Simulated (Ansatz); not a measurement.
Reference: monolayer ZrS2, PBE, rigid bands (plane waves, PAW, scalar-relativistic; Ansatz, a program for electronic structure); axes and stresses refer to this cell.

```xyz
3
Lattice="3.6855 0.0000 0.0000 -1.8428 3.1917 0.0000 0.0000 0.0000 18.9473" Properties=species:S:1:pos:R:3 pbc="T T T"
Zr     0.0000     0.0000     9.4737
S      0.0000     2.1278    10.9218
S      1.8428     1.0639     8.0255
```

electron conductivity mass: 0.53 mₑ
band gap: 1.20 eV
hole conductivity mass: 0.33 mₑ

| Change | electron conductivity mass | band gap | hole conductivity mass |
|---|---|---|---|
| biaxial strain +1 % | ? | 1.31 eV | ? |
| biaxial strain +2 % | ? | 1.41 eV | 0.35 mₑ |
| biaxial strain +3 % | 0.67 mₑ | ? | 0.44 mₑ |

### Question
Fill in the missing entries.

### Answer

- biaxial strain +1 %, electron conductivity mass: 0.57 mₑ
- biaxial strain +1 %, hole conductivity mass: 0.34 mₑ
- biaxial strain +2 %, electron conductivity mass: 0.62 mₑ
- biaxial strain +3 %, band gap: 1.51 eV

Masses are for dilute carriers at 300 K, harmonic means over directions unless an axis is named. Spin-orbit coupling is left out unless a row names it. The structure type is held under load, also where the real crystal would transform.

Model free-standing layer, not matched to a measured one here: monolayer ZrS2.
